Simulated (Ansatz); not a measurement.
CsPbCl3 (Amm2, No. 38, 10 atoms in the cell; start mp-1539667) was calculated with PBEsol (Ansatz, a quantum-chemistry and plane-wave program, plane waves, PAW).

Numerical settings: plane-wave cutoff 520 eV, 6×4×4 k mesh (along the axes of the cell as run), Fermi–Dirac smearing 0.01 eV, scalar-relativistic PAW data made under PBE.

Cell (relaxed at this level):

```yaml
crystal:
  lattice:
    - [5.68902, 0.00000, 0.00000]
    - [0.00000, 5.50028, 5.50635]
    - [0.00000, -5.50028, 5.50635]
  atoms:
    - { symbol: Cs, position: [0.50000, 0.51396, 0.51396] }
    - { symbol: Cs, position: [0.50000, 0.98318, 0.98318] }
    - { symbol: Pb, position: [0.00000, 0.50437, 0.01030] }
    - { symbol: Pb, position: [0.00000, 0.01030, 0.50437] }
    - { symbol: Cl, position: [0.00000, 0.19391, 0.81929] }
    - { symbol: Cl, position: [0.00000, 0.81929, 0.19391] }
    - { symbol: Cl, position: [0.50000, 0.00213, 0.51120] }
    - { symbol: Cl, position: [0.50000, 0.51120, 0.00213] }
    - { symbol: Cl, position: [0.00000, 0.70384, 0.70384] }
    - { symbol: Cl, position: [0.00000, 0.32982, 0.32982] }
```

Question: What does this level give for the band gap and direct gap at Γ?

Answer: 
band gap: 2.11 eV
direct gap at Γ: 3.55 eV

Spin–orbit coupling is not included; with these elements it can move the gap by several tenths of an eV or more.

The computed numbers hold no vibrational or temperature effects.

It cost very roughly 90 core-seconds of CPU time.

A start named mp-… is a Materials Project structure, which need not be a measured phase.
